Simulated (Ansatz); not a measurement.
Start from SiC in the zinc blende structure (space group F-43m, No. 216; a = 4.3563 Å).

Calculations: r2SCAN (Ansatz, a program for electronic structure; PAW; 500 eV plane waves; no SOC).

Carriers are added at fixed cell with a uniform background; the Fermi–Dirac width is that of 300 K.

One change was made to it. Results:

The Fermi level relative to the doped band's edge (positive inside the band; to 0.05 eV) is +0.05 eV; the gap between the host's bands grows by 0.013 eV (1.71 eV → 1.73 eV); the gap character remains indirect, Γ → X.

Problem. Name the change that was made.
A. electrons 5.0×10^20 cm⁻³
B. electrons 1.5×10^21 cm⁻³
C. holes 5.0×10^20 cm⁻³

Solution. C, holes 5.0×10^20 cm⁻³. For comparison, the Fermi level from band edge in the other runs: electrons 1.5×10^21 cm⁻³ gives +0.65 eV; electrons 5.0×10^20 cm⁻³ gives +0.35 eV.

Charged cell with a jellium background: band edges are those of the host's band count, energies are not comparable with the neutral cell, and many-body gap narrowing is missing. No phonon test of stability was made.
